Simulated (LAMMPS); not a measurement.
Simulation of CdSe (zinc blende), 4096 atoms, at 680 K and 0 GPa, heated as the crystal.

Method: classical MD, pair style sw, file CdTeZnSeHgS0.sw; code LAMMPS.

Starting crystal:

```
CdSe
1.0
    6.05000     0.00000     0.00000
    0.00000     6.05000     0.00000
    0.00000     0.00000     6.05000
Cd Se
4 4
Direct
  0.00000   0.00000   0.00000
  0.00000   0.50000   0.50000
  0.50000   0.00000   0.50000
  0.50000   0.50000   0.00000
  0.25000   0.25000   0.75000
  0.25000   0.75000   0.25000
  0.75000   0.25000   0.25000
  0.75000   0.75000   0.75000
```

Q: Estimate the mean frequency of the velocity spectrum, the density, the enthalpy per atom for this model.

A: mean frequency of the velocity spectrum: 4.9 THz; density: 5.6604 ± 0.0001 g/cm³; enthalpy per atom: -2.3437 ± 0.0001 eV.

Caution: in nature this polymorph isn't the stable one over the whole range of temperature at this pressure, and short runs keep a crystal in its starting form.
